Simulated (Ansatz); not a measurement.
Subject: the formation energy of GaN (zinc blende, F-43m) from the elements. Reaction: Ga (Cmce) + 1/2 N2 (gas) → GaN (zinc blende). Negative: the products are lower in energy. The value is per atom of the solid.

GaN (zinc blende, F-43m), 2 atoms in the cell, k-point mesh 14×14×14 on the run's own vectors.
Space group F-43m (No. 216); a = b = c = 4.549 Å, α = β = γ = 90.00°

```tsv
atom	site	symmetry	x	y	z
Ga	4a	-43m	0.0000	0.0000	0.0000
N	4c	-43m	0.2500	0.2500	0.2500
```
(The calculation used a cell of 2 atoms; values per cell refer to that cell.)

Ga (Cmce), 4 atoms in the cell, k-point mesh 16×16×14 on the run's own vectors. Conventional cell: a = 4.5914 Å, b = 7.7352 Å, c = 4.5770 Å, α = β = γ = 90.00°.

An isolated N2 molecule (singlet) in a box of 11 × 11 × 13 Å.

Plane-wave PAW calculations with Ansatz (a program for electronic structure), its default PAW set, cutoff 420 eV. The structures are at rest with PBE; other levels are single points on them. HSE06 runs on coarser k-point meshes, mended by the PBE difference between the two meshes. Some cells are metallic or hold partly filled levels, where a hybrid on a coarse mesh is less sure. Neutral cells; Fermi-Dirac smearing of at most 0.10 eV in the solids, energies taken to zero width. The lattices are those relaxed with PBE, so at other levels the solids can be strained, which adds to the spread. A dispersion term (D3(BJ), or D4 for r2SCAN) was computed beside these levels and is taken off wherever the name lacks it. Nuclei at rest; no vibrational terms.

Give the value at the level PBE.

-0.44 eV/atom, for Ga (Cmce) + 1/2 N2 (gas) → GaN (zinc blende).

How does the value move with the functional?


```tsv
Method	value (eV/atom)	less PBE
HSE06	-0.55	-0.11
```

The levels span 0.11 eV/atom, from HSE06 (-0.55) to PBE (-0.44).
